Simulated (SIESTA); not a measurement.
Input and output of a self-consistent single point for YB2Pd7 (Fm-3m, 10 atoms in the cell) (SIESTA).

Method: LDA PW92, numerical atomic orbitals TZP, PseudoDojo LDA standard norm-conserving potentials (rewritten from UPF to PSML) (SIESTA).

The change in words: lattice scaled by 1.015. Reference geometry:
```yaml
crystal:
  lattice:
    - [0.00000, 4.23853, 4.23853]
    - [4.23853, 0.00000, 4.23853]
    - [4.23853, 4.23853, 0.00000]
  atoms:
    - { symbol: Y, position: [0.00000, 0.00000, 0.00000] }
    - { symbol: B, position: [0.75000, 0.75000, 0.75000] }
    - { symbol: B, position: [0.25000, 0.25000, 0.25000] }
    - { symbol: Pd, position: [0.50000, 0.00000, 0.50000] }
    - { symbol: Pd, position: [0.00000, 0.50000, 0.50000] }
    - { symbol: Pd, position: [0.00000, 0.50000, 0.00000] }
    - { symbol: Pd, position: [0.50000, 0.00000, 0.00000] }
    - { symbol: Pd, position: [0.50000, 0.50000, 0.00000] }
    - { symbol: Pd, position: [0.00000, 0.00000, 0.50000] }
    - { symbol: Pd, position: [0.50000, 0.50000, 0.50000] }
```

Reference input (self-consistent single point, DFT, LDA PW92, numerical atomic orbitals TZP, PseudoDojo LDA standard norm-conserving potentials (rewritten from UPF to PSML)): XC.functional = LDA; XC.authors = PW92; potentials = PseudoDojo LDA standard; PAO.BasisSize = TZP; PAO.EnergyShift = 0.01 Ry; MeshCutoff = 350 Ry; kgrid.MonkhorstPack = 4 4 4; OccupationFunction = FD; ElectronicTemperature = 0.05 eV; MaxSCFIterations = 150; SCF.Mixer.Method = Pulay; SCF.Mixer.Weight = 0.1. This run's input differs from it in these lines:

```diff
@@ -13,5 +13,5 @@
 %block LatticeVectors
-     0.000000000    4.238530000    4.238530000
-     4.238530000    0.000000000    4.238530000
-     4.238530000    4.238530000    0.000000000
+     0.000000000    4.302108000    4.302108000
+     4.302108000    0.000000000    4.302108000
+     4.302108000    4.302108000    0.000000000
 %endblock LatticeVectors
@@ -20,11 +20,11 @@
      0.000000000    0.000000000    0.000000000  1
-     6.357795000    6.357795000    6.357795000  2
-     2.119265000    2.119265000    2.119265000  2
-     2.119265000    4.238530000    2.119265000  3
-     4.238530000    2.119265000    2.119265000  3
-     2.119265000    0.000000000    2.119265000  3
-     0.000000000    2.119265000    2.119265000  3
-     2.119265000    2.119265000    4.238530000  3
-     2.119265000    2.119265000    0.000000000  3
-     4.238530000    4.238530000    4.238530000  3
+     6.453162000    6.453162000    6.453162000  2
+     2.151054000    2.151054000    2.151054000  2
+     2.151054000    4.302108000    2.151054000  3
+     4.302108000    2.151054000    2.151054000  3
+     2.151054000    0.000000000    2.151054000  3
+     0.000000000    2.151054000    2.151054000  3
+     2.151054000    2.151054000    4.302108000  3
+     2.151054000    2.151054000    0.000000000  3
+     4.302108000    4.302108000    4.302108000  3
 %endblock AtomicCoordinatesAndAtomicSpecies
```

Output (repeated stretches shortened):

```
        iscf     Eharris(eV)        E_KS(eV)     FreeEng(eV)     dDmax    Ef(eV) dHmax(eV)
   scf:    1   -26923.652705   -26968.605976   -26968.677647  1.592124 -4.719765  5.553705
   scf:    2   -26976.236073   -26973.067749   -26973.140672  0.060603 -4.904198  4.481070
   scf:    3   -26975.553269   -26974.729296   -26974.811232  0.045825 -5.057525  2.947845
   scf:    4   -26973.671974   -26974.780327   -26974.855145  0.066663 -5.165007  4.141495
   scf:    5   -26973.363253   -26974.131903   -26974.208515  0.017445 -5.158950  6.475429
   [... 11 lines left out ...]
   scf:   17   -26975.300293   -26975.300286   -26975.377112  0.000033 -5.212250  0.007857
   scf:   18   -26975.300326   -26975.300307   -26975.377114  0.000042 -5.212248  0.001277
   scf:   19   -26975.300298   -26975.300303   -26975.377114  0.000013 -5.212233  0.000951
   scf:   20   -26975.300307   -26975.300305   -26975.377114  0.000004 -5.212232  0.000034
SCF Convergence by DM+H criterion
max |DM_out - DM_in|         :     0.0000044856
max |H_out - H_in|      (eV) :     0.0000335894
SCF cycle converged after 20 iterations

Using DM_out to compute the final energy and forces

siesta: E_KS(eV) =           -26975.3003

siesta: E_KS - E_eggbox =    -26975.3003

siesta: Atomic forces (eV/Ang):
     1   -0.000000   -0.000000    0.000000
     2    0.000000    0.000000    0.000000
     3   -0.000000   -0.000000    0.000000
     4    0.000000   -0.000000    0.000000
     5   -0.000000    0.000000    0.000000
     6   -0.000000    0.000000   -0.000000
     7    0.000000   -0.000000    0.000000
     8    0.000000    0.000000   -0.000000
     9   -0.000000   -0.000000   -0.000000
    10   -0.000000    0.000000    0.000000
   Tot   -0.000000    0.000000    0.000000
   Max    0.000000
   [... lines left out ...]
siesta: FreeEng =    -26975.377114
   [... lines left out ...]
siesta:     0.114872   -0.000000   -0.000000
siesta:    -0.000000    0.114872   -0.000000
siesta:    -0.000000   -0.000000    0.114872

siesta: Cell volume =        159.247976 Ang**3

siesta: Pressure (static):
siesta:                Solid            Molecule  Units
siesta:          -0.00125112         -0.00125112  Ry/Bohr**3
siesta:          -0.11487232         -0.11487232  eV/Ang**3
siesta:        -184.04574790       -184.04574790  kBar
```

The run converged in 20 iterations. Against the reference run the free energy goes up by 69.9 meV/atom and the pressure goes from -13.45 to -18.40 GPa.

The starting cell comes from a database of computed structures (which also holds hypothetical and non-ambient phases and stackings), without a prior relaxation at this level. For this run, on top of that: lattice scaled by 1.015. Spin polarisation is off. Values carry the incompleteness of an atom-centred basis.

Cost on one core of a shared machine: roughly 4 min.
